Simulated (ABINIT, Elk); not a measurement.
An Elk input for a self-consistent single point of GaBi (F-43m, 2 atoms in the cell) (DFT, PBEsol, all-electron FP-LAPW, Elk's shipped species files, APW+lo basis with extra local orbitals):

```
tasks
  0

xctype
  22

rgkmax
  8.0

gmaxvr
  16.0

nxlo
  2

lorbcnd
  .true.

rmtscf
  0.94

lmaxi
  2

stype
  0

swidth
  0.00734986

maxscl
  100

scale
  1.889726125

avec
    0.0000000000    3.1826650000    3.1826650000
    3.1826650000    0.0000000000    3.1826650000
    3.1826650000    3.1826650000    0.0000000000

atoms
  2
  'Ga.in'
  1
  0.2500000000  0.2500000000  0.2500000000    0.0 0.0 0.0
  'Bi.in'
  1
  0.0000000000  0.0000000000  0.0000000000    0.0 0.0 0.0

ngridk
  12 12 12
```

Problem. Give the ABINIT input for the same structure, mesh, smearing and functional.

Solution. This is the input that was run; spellings and numerical settings could be chosen otherwise.

```
# GaBi, PseudoDojo nc-sr-04 PBEsol standard
pp_dirpath "./"
pseudos "Ga.upf, Bi.upf"
acell 3*1.0 Angstrom
rprim
         0.0000000000    3.1826650000    3.1826650000
         3.1826650000    0.0000000000    3.1826650000
         3.1826650000    3.1826650000    0.0000000000
natom 2
ntypat 2
znucl 31 83
typat 1 2
xred
         0.2500000000    0.2500000000    0.2500000000
         0.0000000000    0.0000000000    0.0000000000
ecut 40
ixc -116133
occopt 7
tsmear 0.00734986
nband 19
kptopt 1
ngkpt 12 12 12
nshiftk 1
shiftk 0 0 0
nstep 60
tolvrs 1.0e-12
prtwf 0
prtden 0
enunit 1
```

Basis settings and potentials, where a program has them, do not carry over. This input uses DFT, PBEsol, plane waves, norm-conserving pseudopotentials (PseudoDojo nc-sr-04 PBEsol standard).

The starting cell comes from a database of computed structures (which also holds hypothetical and non-ambient phases and stackings), without a prior relaxation at this level.
